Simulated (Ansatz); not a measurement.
Base system: Ba in the bcc (W type) structure (space group Im-3m, No. 229; a = 4.883 Å).

Level of theory: PBEsol/PAW in Ansatz (a quantum-chemistry and plane-wave program), spin-orbit coupling left out.

Before the change:

Largest site moment: 0.00 μB
Shortest interatomic distance: 4.228 Å
Magnetic state: not spin-polarised

One thing is altered: every Ba is replaced by Gd; the structure is relaxed again.

Tabulated Pauling electronegativity and covalent radius: Ba 0.89, 2.15 Å; Gd 1.20, 1.96 Å.

Q: Estimate the effect on the largest site moment, shortest interatomic distance and magnetic state.

A: The largest site moment goes from zero to 7.34 μB; the shortest interatomic distance falls by 0.8056 Å, from 4.228 Å to 3.423 Å; the magnetic state becomes ferromagnetic (base: not spin-polarised).

Other magnetic orders, which the real material may have, were not ruled out. The state of the 4f shell was not checked for lower solutions. Whether these cells are dynamically stable was not tested. This is not the structure that Gd has at room temperature and ambient pressure.
